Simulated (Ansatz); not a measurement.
## Response to strain in MgS

The reference is MgS in the rock salt structure (space group Fm-3m, No. 225; a = 5.1820 Å).

Strains are applied to the cell and any free atomic positions relax.

All numbers come from plane-wave PAW DFT at the PBEsol level (Ansatz, a first-principles code, 420 eV), without spin-orbit coupling.

```json
[
 {"case": "base", "volume per atom": "17.39 Å³", "smallest direct gap": "3.69 eV", "band gap": "2.73 eV"},
 {"case": "isotropic strain −3.00 %", "volume per atom": "15.88 Å³", "smallest direct gap": "4.45 eV", "band gap": "2.90 eV"},
 {"case": "isotropic strain −2.50 %", "volume per atom": "16.12 Å³", "smallest direct gap": "4.32 eV", "band gap": "2.87 eV"},
 {"case": "isotropic strain −2.00 %", "volume per atom": "16.37 Å³", "smallest direct gap": "…", "band gap": "…"},
 {"case": "isotropic strain −1.50 %", "volume per atom": "16.62 Å³", "smallest direct gap": "4.06 eV", "band gap": "2.82 eV"},
 {"case": "isotropic strain −1.00 %", "volume per atom": "16.88 Å³", "smallest direct gap": "3.93 eV", "band gap": "2.79 eV"},
 {"case": "isotropic strain +0.50 %", "volume per atom": "17.66 Å³", "smallest direct gap": "3.57 eV", "band gap": "2.70 eV"},
 {"case": "isotropic strain +2.00 %", "volume per atom": "18.46 Å³", "smallest direct gap": "3.24 eV", "band gap": "2.61 eV"},
 {"case": "isotropic strain +2.50 %", "volume per atom": "18.73 Å³", "smallest direct gap": "3.13 eV", "band gap": "2.58 eV"},
 {"case": "isotropic strain +3.00 %", "volume per atom": "19.01 Å³", "smallest direct gap": "3.03 eV", "band gap": "2.55 eV"}
]
```

Task: Some entries are withheld; estimate them.

Result: 
- isotropic strain −2.00 %, smallest direct gap: 4.19 eV
- isotropic strain −2.00 %, band gap: 2.84 eV

Whether these cells are dynamically stable was not tested.
